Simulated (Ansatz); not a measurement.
Base system: TiAl (space group P4/mmm, No. 123; a = 2.7963 Å, c = 4.0381 Å; relaxed with 0.1 eV smearing). Axes: x, y, z lie along a, b, c of the conventional cell.

Level of theory: plane-wave PAW DFT at the PBEsol level (Ansatz, a quantum-chemistry and plane-wave program, 420 eV), no spin-orbit coupling.

Base values:

| Property | Value |
|---|---|
| Pressure | 0.0 GPa |

Perturbation: uniaxial strain ε_xx = −0.50 %, all other strain components held at zero, atoms relaxed at fixed cell.

**Question.** Predict the new pressure.

**Answer.** The pressure (mean of the normal stresses, compression positive) goes from zero to 0.6 GPa.

Stability against distortions was not tested. The final runs are not spin-polarised.
